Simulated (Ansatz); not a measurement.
End structure of a constructed model of the (0001) surface of hcp Co, ferromagnetic, a pseudomorphic layer of Zn in the host's stacking (bottom of the slab: a bare face, its two planes held):

```yaml
crystal:
  lattice:
    - [2.49292, 0.00000, 0.00000]
    - [-1.24646, 2.15893, 0.00000]
    - [0.00000, 0.00000, 28.50000]
  atoms:
    - { symbol: Co, position: [0.66667, 0.33333, 0.28514] }
    - { symbol: Co, position: [0.33333, 0.66667, 0.35589] }
    - { symbol: Co, position: [0.66667, 0.33333, 0.42738] }
    - { symbol: Co, position: [0.33333, 0.66667, 0.49760] }
    - { symbol: Co, position: [0.66667, 0.33333, 0.56916] }
    - { symbol: Co, position: [0.33333, 0.66667, 0.63831] }
    - { symbol: Zn, position: [0.66667, 0.33333, 0.71704] }
```

Slab: 7 atoms, 12.2 Å thick at the start with caps and adatoms (thin: gaps and levels are the slab's own); k 17x17x1, smearing 0.1 eV, dipole-corrected; 2 atoms held, the rest relaxed; held to the start's symmetry, so lower structures may exist; spin-polarised, ending with about 9.7 μB a cell; orders that need a larger cell were not tried, no spin-orbit, no U. In PBE it is, or lies within 0.01 eV a 1x1 cell of, the lowest of the 2 structures of its composition computed so far; subsurface sites and larger cells were not tried.

Problem. Give the work function of the top face at the level PBE (Ansatz, a first-principles code).

Solution. 4.57 eV
